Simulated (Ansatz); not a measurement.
**rock-salt CaO: the defect Ca_O**

All values below come from PBE, PAW (plane waves to 420 eV; Ansatz, a quantum-chemistry and plane-wave program). Cell: 64 sites, 2×2×2; final energies on a 2×2×2 shifted mesh. Site at the start: the O site. Charged cells carry a point-charge image correction with potential alignment at far atoms. Dielectric constants: PBE linear response of the host. Host gap at this level: 3.66 eV. Finite-size and sampling errors can reach tenths of an eV here. The semilocal functional narrows the gap, so deep levels can fall outside it. Spin–orbit coupling is left out. Each state is the lowest found from its start.

Formation energies E_f are given with the Fermi level at the valence-band maximum. Chemical conditions: Ca-rich (Δμ(Ca) = 0.00 eV, Δμ(O) = -5.89 eV; only phases computed here count, gases as isolated molecules at 0 K); O-rich (Δμ(Ca) = -5.89 eV, Δμ(O) = 0.00 eV; only phases computed here count, gases as isolated molecules at 0 K). Reference phases: Ca: fcc Ca, O: O2 molecule in a box.

In at least one state atoms left their starting sites on relaxation (a large move, or an atom on the emptied site), so the name describes the start.

```tsv
charge	moment (μB)	point group	largest move off a lattice site (Å)	image correction with alignment (eV)	E_f, Ca-rich (eV)	E_f, O-rich (eV)
+4	not spin-polarised	C3v	1.59	2.73	-2.04	9.75
+3	1.0	C3v	1.85	1.73	-1.41	10.38
+2	not spin-polarised	C3v	2.05	0.96	0.54	12.33
+1†	1.0	–	1.99	0.35	–	–
0*	not spin-polarised	–	1.95	–	–	–
```

* At this level the carrier isn't localised at the defect: at charge 0 electrons occupy the conduction band. Such a state is shallow or no state of the defect, and this cell gives it no level.

† Not settled in this cell, so no level is given: charge +1: carriers not clearly localised.

Point groups are those of the whole cell at tolerances of 0.03 and 0.1 Å ("near" where only the looser one holds); none is given for unsettled states.

Transition levels above the valence-band maximum: ε(+4/+3) = 0.63 eV; ε(+3/+2) = 1.95 eV. With a charge missing or unsettled, these needn't be thermodynamic levels.

All states together cost very roughly 110 core-minutes.
